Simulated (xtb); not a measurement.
xtb 6.7.1, GFN1-xTB: Mg(Cl)(amdMe)(tmeda) (CC1[N](C)[Mg]2([Cl])(<-[N]=1C)<-[N](C)(C)CC[N]->2(C)C), 41 atoms. The geometry is a generated start, not checked to be a minimum at this level.

```json
{
  "run_flags": "--grad",
  "method": "GFN1-xTB",
  "--acc": "1 (default)",
  "--etemp (K)": "300 (default)",
  "basis_functions": "120",
  "valence_electrons": "94"
}
```

One run each on 1 thread. Values of broydamp tried: 0.02, 0.05, 0.1, 0.2, 0.4 (default), 0.6, 0.8, 1.

Problem. Predict the course of the SCC iterations along this series.

Solution. Fewest SCC iterations, within one of each other: 0.4 (default) with 11, 0.6 with 12. The count rises to 23 at 0.02. All converge to one solution.

| broydamp | SCC iterations | end |
|---|---|---|
| 0.02 | 23 | same solution |
| 0.05 | 18 | same solution |
| 0.1 | 16 | same solution |
| 0.2 | 13 | same solution |
| 0.4 (default) | 11 | same solution |
| 0.6 | 12 | same solution |
| 0.8 | 13 | same solution |
| 1 | 14 | same solution |
